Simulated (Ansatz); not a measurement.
**What isotropic strain −1.62 % does to KMgF3**

The parent structure is KMgF3 in the cubic perovskite structure (space group Pm-3m, No. 221; a = 4.0543 Å).

The change: the cell is scaled by 0.9838 in all directions, atoms relaxed at fixed cell.

Calculations: plane-wave PAW DFT at the PBE level (Ansatz, a program for electronic structure, 420 eV), spin-orbit coupling left out. k-mesh 8×8×8 (Γ-centred); smearing 0.05 eV (Fermi–Dirac).

| quantity | base | changed | shift |
|---|---|---|---|
| volume per atom | 13.33 Å³ | 12.69 Å³ | -0.64 Å³ |
| space group | Pm-3m (No. 221) | Pm-3m (No. 221) | – |
| shortest interatomic distance | 2.027 Å | 1.994 Å | -0.033 Å |
| energy relative to the base (free energy F) | 0 meV/atom | +6.9 meV/atom | +6.9 meV/atom |
| pressure | 0.00 GPa | 3.62 GPa | +3.62 GPa |
| band gap | 6.96 eV | 7.32 eV | +0.36 eV |
| gap character | indirect, R → Γ | indirect, R → Γ | – |
| smallest direct gap | 7.28 eV | 7.64 eV | +0.36 eV |
| mean gap deformation potential ΔEg/Δln V | – | -7.3 eV | – |
| electron mass | 0.52 mₑ (at Γ) | 0.52 mₑ (at Γ) | – |

Final structure:

```yaml
crystal:
  lattice:
    - [3.98859, 0.00000, 0.00000]
    - [0.00000, 3.98859, 0.00000]
    - [0.00000, 0.00000, 3.98859]
  atoms:
    - { symbol: K, position: [0.50000, 0.50000, 0.50000] }
    - { symbol: Mg, position: [0.00000, 0.00000, 0.00000] }
    - { symbol: F, position: [0.00000, 0.50000, 0.00000] }
    - { symbol: F, position: [0.50000, 0.00000, 0.00000] }
    - { symbol: F, position: [0.00000, 0.00000, 0.50000] }
```

Effective masses come from finite differences of ±0.01 Å⁻¹. Whether these cells are dynamically stable was not tested.
